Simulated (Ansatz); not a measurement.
# AlN: isotropic strain −1.50 %

Base system: AlN in the zinc blende structure (space group F-43m, No. 216; a = 4.3423 Å).

It is then changed as follows: an isotropic linear strain of −1.50 %; the atoms relax in the strained cell.

Calculations: plane-wave PAW DFT at the LDA level (Ansatz, a program for electronic structure, 420 eV), no SOC. Settings: 13×13×13 k-points, 0.05 eV Fermi–Dirac smearing.

| quantity | base | changed | shift |
|---|---|---|---|
| volume per atom | 10.23 Å³ | 9.78 Å³ | -0.45 Å³ |
| space group | F-43m (No. 216) | F-43m (No. 216) | – |
| shortest interatomic distance | 1.880 Å | 1.852 Å | -0.028 Å |
| energy relative to the base (free energy F) | 0 meV/atom | +14 meV/atom | +14 meV/atom |
| band gap | 3.25 eV | 3.27 eV | +0.02 eV |
| gap character | indirect, Γ → X | indirect, Γ → X | – |
| smallest direct gap | 4.39 eV | 4.80 eV | +0.41 eV |
| mean gap deformation potential ΔEg/Δln V | – | -0.4 eV | – |
| electron mass | 0.52 mₑ along k, 0.32 mₑ across (at X) | 0.52 mₑ along k, 0.32 mₑ across (at X) | – |

Masses are band curvatures over ±0.01 Å⁻¹ around the edge. Along k means along the line from Γ to the band edge. No phonon test of stability was made. This is not the structure that AlN has at room temperature and ambient pressure.
